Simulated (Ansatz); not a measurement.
Reference: monolayer SnSe, HSE06, rigid bands (plane waves, PAW, scalar-relativistic; Ansatz, an electronic-structure program); geometry: cell and atoms relaxed with PBE.

```xyz
4
Lattice="4.2923 0.0000 0.0000 0.0000 4.3926 0.0000 0.0000 0.0000 19.0225" Properties=species:S:1:pos:R:3 pbc="T T T"
Sn     3.2193     4.0035    10.8834
Sn     1.0731     1.8072     8.1391
Se     1.0731     2.0346    10.8540
Se     3.2193    -0.1617     8.1685
```

The band gap comes out as 1.37 eV and the electron conductivity mass is 0.145 mₑ.

**Question.** Replace Sn by Ge on the same sites and relax. What happens?

**Answer.** band gap rises (1.37 eV to 1.57 eV); electron conductivity mass rises (0.145 mₑ to 0.178 mₑ).

**Question.** Swap Se for S, keeping the structure type. How do these values move?

**Answer.** band gap rises (1.37 eV to 2.08 eV); electron conductivity mass rises (0.145 mₑ to 0.21 mₑ).

Moves up to 5 % count as about the same. Masses are for dilute carriers at 300 K, harmonic means over directions unless an axis is named. Spin-orbit coupling is left out.
